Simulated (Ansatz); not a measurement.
System: Pt3InN (model structure, started from the Ni3MgC type, Pm-3m, No. 221, 5 atoms in the cell). Method: LDA (Ansatz, an electronic-structure program, plane waves, PAW).

Run with plane-wave cutoff 520 eV, 14×14×14 k mesh, Fermi–Dirac smearing 0.05 eV, scalar-relativistic PAW data made under PBE.

Cell (relaxed at this level):

Space group Pm-3m (No. 221); a = 4.1712 Å, b = 4.1712 Å, c = 4.1712 Å, α = 90.00°, β = 90.00°, γ = 90.00°

```json
[
 {"atom": "In", "site": "1a", "symmetry": "m-3m", "x": "0.0000", "y": "0.0000", "z": "0.0000"},
 {"atom": "Pt", "site": "3c", "symmetry": "4/mm.m", "x": "0.0000", "y": "0.5000", "z": "0.5000"},
 {"atom": "N", "site": "1b", "symmetry": "m-3m", "x": "0.5000", "y": "0.5000", "z": "0.5000"}
]
```

Problem. Estimate the bulk modulus B0 that the calculation returns.

Solution. 
* **bulk modulus B0**: 227 GPa

The run finds no gap.

Note: the bulk modulus is −V dP/dV from two relaxed cells at ±2 % in volume; the relaxation could raise the start's symmetry but not lower it, so the cell can be a saddle point.

Spin–orbit coupling is not included; it can open a gap where bands touch, and shift volumes and moduli.

Static lattice: no zero-point or thermal effects.

A model structure was made by putting elements into a prototype or built by hand; it is no filed structure, need not be a known phase, and can be a saddle point held by its symmetry.
